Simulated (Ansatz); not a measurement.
Start from MgSe in the rock salt structure (space group Fm-3m, No. 225; a = 5.450 Å). Axes: x, y, z lie along the cube axes.

Calculations: PBEsol, PAW, 420 eV (Ansatz, an electronic-structure program; without spin-orbit coupling).

Base values:

The pressure is 0.0 kbar and the volume per atom is 20.23 Å³.

Now apply this change: biaxial strain −0.42 %, plane normal [111], relaxed out of plane (Cartesian); in-plane vectors clamped, the third vector and the atoms free.

Question: What does the calculation give for the energy relative to the base after the change?

Answer: The energy increases by 0.3 meV/atom.

Question: How does this affect the pressure?

Answer: The pressure (mean of the normal stresses, compression positive) goes from zero to 3.9 kbar.

Question: What does the calculation give for the volume per atom after the change?

Answer: The volume per atom drops by 0.12 Å³ to 20.11 Å³.

Stability against distortions was not tested.
